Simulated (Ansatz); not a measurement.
## Functionals side by side, with their cost (level): SeO₃ (P-42_1c, 32 atoms in the cell)

Cell: a = 9.7275 Å, b = 9.7275 Å, c = 5.3302 Å, α = 90.00°, β = 90.00°, γ = 90.00°.

Program: Ansatz (a first-principles code), default PAW files made with PBE; each row names its functional.

Base settings: kpoints.mp_grid.grid = 2 2 3; hamiltonian.xc = pbesol; hamiltonian.pseudopotentials = {kind: paw} (the program's default PAW files); scf.occupations.method = cold; scf.occupations.width = 0.2 eV.

Differences are taken from r2SCAN, a reference of convenience: it is no measurement, and no ranking of the functionals follows.

Core times come from one kind of shared machine and are given to one figure; runs under 30 s give none.

The starting cell comes from a database of published, mostly measured structures (it also holds non-ambient and calculated ones), without a prior relaxation at this level. Its lattice was rescaled by a random factor within 2.5 % of one. In the base run, with a pressure of about 6 GPa the cell is away from its equilibrium volume at this level. In the base run, forces exceed 1 eV/Å. Ansatz's pressure includes its estimate of the finite-basis (Pulay) stress.

```
level       gap on the mesh less reference (eV)  pressure less reference (GPa)  largest difference in the force on any atom (eV/Å)  core time / reference (rough)
----------  -----------------------------------  -----------------------------  --------------------------------------------------  -----------------------------
LDA (PW92)                               -0.690                          -0.97                                               0.071                            0.6
BLYP                                     -0.603                           8.17                                               1.304                            0.7
PBEsol                                   -0.560                           2.47                                               0.485                            0.4
r2SCAN                                    0.000                           0.00                                               0.000                              1
```

Left out of this page: 2 runs of the series held back from this collection.

Keys are those of Ansatz 0.2.
